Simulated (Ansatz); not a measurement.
Start from Ga2O3 in the corundum structure (space group R-3c, No. 167).

```xyz
10
Lattice="2.5002 1.4435 4.4829 -2.5002 1.4435 4.4829 0.0000 -2.8869 4.4829" Properties=species:S:1:pos:R:3 pbc="T T T"
Ga     0.0000     0.0000     8.6650
Ga     0.0000     0.0000     1.9407
Ga     0.0000     0.0000     4.7837
Ga     0.0000     0.0000    11.5081
O      0.7570     1.5758     5.6037
O     -1.7432    -0.1323     5.6037
O     -0.7570    -1.5758     7.8451
O     -0.9861     1.4435     7.8451
O      1.7432     0.1323     7.8451
O      0.9861    -1.4435     5.6037
```

Cartesian axes are those of the cell as printed.

All numbers come from PBEsol (Ansatz, an electronic-structure program, PAW, no spin-orbit coupling).

Before the change:

| Item | Result |
|---|---|
| Band gap | 2.70 eV |
| Pressure | 0.0 kbar |
| Width of the top valence band | 0.45 eV |

Now apply this change: biaxial strain +0.75 %, plane normal [001], relaxed out of plane (Cartesian); in-plane vectors clamped, the third vector and the atoms free.

Question: What happens to the out-of-plane strain?

Answer: The out-of-plane strain amounts to -0.56 %.

Question: What happens to the band gap?

Answer: The band gap shrinks by 0.12 eV to 2.58 eV.

Question: How does this affect the pressure?

Answer: The pressure (mean of the normal stresses, compression positive) goes from zero to -22.6 kbar.

Question: What does the calculation give for the width of the top valence band after the change?

Answer: The width of the top valence band hardly moves (0.45 eV against 0.47 eV).

Stability against distortions was not tested.
